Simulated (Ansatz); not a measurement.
The starting structures come from a database of crystals and need not be the phases stable at ambient conditions.

 Where the default PAW files enter, the runs use the earlier of Ansatz's two default sets.

By PBEsol, the system below comes out a metal.

Crystal: Hf3Si2 (P4/mbm, not sure to be the ambient phase, 10 atoms a cell, 17.9 Å³ an atom, -3 GPa at this level); planes in its conventional cell.

Level of theory: PBEsol (plane waves, PAW; Ansatz, a program for electronic structure).

G/A = (e²/h) × open channels of both spins per area, as a mean over 0.1 eV about the Fermi level, without spin-orbit coupling, for the cells as given.

```tsv
plane	area (Å²)	G/A (10¹⁵ S/m²)
(110)	36.2	0.50
(001)	48.9	…
```

Q: Some entries are withheld; supply them.

A: 
- (001), G/A (10¹⁵ S/m²): 0.61
